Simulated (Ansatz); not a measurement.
Base system: Hf in the hcp (Mg type) structure (space group P6_3/mmc, No. 194; a = 3.158 Å, c = 5.004 Å; relaxed with 0.1 eV smearing). Axes: x lies along a and z along c of the hexagonal cell.

The values are results of PBEsol in Ansatz (plane waves to 420 eV, PAW, no spin-orbit coupling), not measurements.

For the base:

Shortest interatomic distance: 5.851 bohr

One thing is altered: a pure shear with ε_xz = ε_zx = 0.0057; the atoms relax in the strained cell.

### Question
Estimate the effect on the stress, energy relative to the base and shortest interatomic distance.

### Answer
The stress (xx, yy, zz, yz, xz, xy; compression positive) is (0.0, 0.0, 0.0, 0.0, -0.6, 0.0) GPa; the energy rises by 0.4 meV/atom; the shortest interatomic distance decreases by 0.0275 bohr (5.851 bohr → 5.823 bohr).

Whether these cells are dynamically stable was not tested. The final runs are not spin-polarised.

Ansatz is a first-principles code.
